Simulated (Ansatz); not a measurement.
Mg on the 1x1 (110) surface of bcc Mo, one in a 2x2 cell, energies for each (28.3 Å²). Energies are against an atom of hcp Mg, without zero-point or thermal terms; each row is named by its start.

Calculation: PBE (plane waves to 420 eV, PAW; Ansatz, a quantum-chemistry and plane-wave program).

Set-up: 17 atoms, 6.5 Å thick at the start under the adsorbate (thin: gaps and levels are the slab's own); mesh 6x6x1; 0.1 eV smearing; dipole correction on; 8 atoms held, the rest relaxed; each run with such symmetry as its start has; no spin, no spin-orbit, no U, no dispersion correction.

A negative adsorption energy means that the adsorbate is more stable on the surface than in its reference. Heights count from the host atoms within 0.3 Å of the top one.

| starting site | E_ads (eV) | height (Å) | nearest host atom (Å) | bonded to | Δ work function (eV) | lateral drift (Å) |
|---|---|---|---|---|---|---|
| top Mo | 0.09 | 2.54 | Mo 2.61 | Mo | (withheld) | 0.0 |
| hollow Mo-Mo-Mo | -0.32 | 2.25 | Mo 2.79 | 4 Mo | -1.53 | 0.6 |
| bridge Mo-Mo (span 2.7 Å) | -0.11 | 2.38 | Mo 2.78 | 4 Mo | -1.58 | 0.0 |
| bridge Mo-Mo (span 3.2 Å) | -0.32 | 2.25 | Mo 2.79 | 4 Mo | -1.53 | 0.0 |

Some entries are withheld; supply them.


- top Mo, Δ work function (eV): -1.65
